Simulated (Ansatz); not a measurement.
Results of r²SCAN (Ansatz, an electronic-structure program, PAW) for Co2C (Pnnm, No. 58, 6 atoms in the cell; start mp-22488).

Run with plane-wave cutoff 560 eV, 14×12×20 k mesh (along the axes of the cell as run), Fermi–Dirac smearing 0.05 eV, no spin polarisation, scalar-relativistic PAW data made under PBE.

Cell (relaxed at this level):

```cif
data_C2Co4
_chemical_formula_sum 'Co4 C2'
_space_group_name_H-M_alt 'Pnnm'
_space_group_IT_number 58
_space_group_name_Hall '-P 2 2n'
_cell_length_a 4.32109
_cell_length_b 4.32203
_cell_length_c 2.85179
_cell_angle_alpha 90.000
_cell_angle_beta 90.000
_cell_angle_gamma 90.000
loop_
_space_group_symop_operation_xyz
  'x, y, z'
  '-x, -y, -z'
  '-x, -y, z'
  'x, y, -z'
  'x+1/2, -y+1/2, -z+1/2'
  '-x+1/2, y+1/2, z+1/2'
  '-x+1/2, y+1/2, -z+1/2'
  'x+1/2, -y+1/2, z+1/2'
loop_
_atom_site_label
_atom_site_type_symbol
_atom_site_symmetry_multiplicity
_atom_site_Wyckoff_symbol
_atom_site_fract_x
_atom_site_fract_y
_atom_site_fract_z
_atom_site_occupancy
Co1 Co 4 g 0.35152 0.25693 0.00000 1
C1 C 2 a 0.00000 0.00000 0.00000 1
```

Task: What does this level give for the bulk modulus?

Result: 
- bulk modulus = 279 GPa

Note: the run has no spin polarisation, so it can have missed a magnetic state; the bulk modulus is −V dP/dV from two relaxed cells at ±2 % in volume; the relaxation could not lower the start's symmetry, so the cell can be a saddle point above a distorted one.

The computed numbers hold no vibrational or temperature effects.

It cost very roughly 12 core-minutes of CPU time.

A start named mp-… is a Materials Project structure, which need not be a measured phase.
